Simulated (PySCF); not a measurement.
PySCF 2.14.0, PBE0/def2-svp, df: Ti(NH)(OMe)(NMe2) (C[O][Ti](=[NH])[N](C)C), 17 atoms. The geometry is a generated start, not checked to be a minimum at this level.

- task: energy
- method: pbe0
- basis: def2-svp
- two-electron scheme: density fitting
- mol.max_memory: 3000 MB
- mf.max_cycle: 100
- mf.conv_tol: 1e-09 (default)
- mf.grids.level: 3 (default)
- basis functions: 165
- grid points: 203224

```xyz
17

Ti    -0.2420     0.5856    -1.4140
N      1.2904     0.2956    -2.1008
H      2.1343    -0.2694    -1.9790
O     -1.0561    -0.9224    -1.0082
C     -0.5159    -2.1902    -0.8097
H     -0.6429    -2.4989     0.2424
H     -1.0343    -2.9247    -1.4458
H      0.5670    -2.1960    -1.0617
N      0.1112     1.4084     0.2438
C      1.0778     0.7422     1.0969
C     -1.1663     1.5337     0.9270
H      1.2205     1.3047     2.0319
H      0.7484    -0.2892     1.3626
H      2.0332     0.6880     0.5595
H     -1.5920     0.5497     1.2136
H     -1.0456     2.1197     1.8523
H     -1.8877     2.0630     0.2893
```

Charge 0 and multiplicity 1 are set for this test and not shown to be the ground state.

With the defaults (mf.DIIS = CDIIS, mf.diis = true, mf.init_guess = minao, mf.diis_space = 8, mf.level_shift = 0) it converges in 15 Fock builds. One run each on 2 threads, 1 BLAS thread, with these changes:
- mf.level_shift = 1 Hartree
- mf.diis_space = 12
- mf.diis_space = 20
- mf.diis = false
- mf.init_guess = atom
- mf.init_guess = sap
- mf.init_guess = 1e
- mf.DIIS = EDIIS
- mf.init_guess = huckel

Which of these changes keep the SCF from converging, or lead it to another solution?

No convergence: mf.DIIS = EDIIS; mf.diis = false (the run ends without SCF convergence in 100 cycles). The rest reach the solution of the defaults.

```tsv
setting	Fock builds	end
the defaults	15	same solution
mf.diis_space = 20	15	same solution
mf.diis_space = 12	15	same solution
mf.init_guess = atom	15	same solution
mf.init_guess = sap	20	same solution
mf.init_guess = huckel	23	same solution
mf.init_guess = 1e	23	same solution
mf.level_shift = 1 Hartree	50	same solution
mf.DIIS = EDIIS	101	no convergence
mf.diis = false	101	no convergence
```
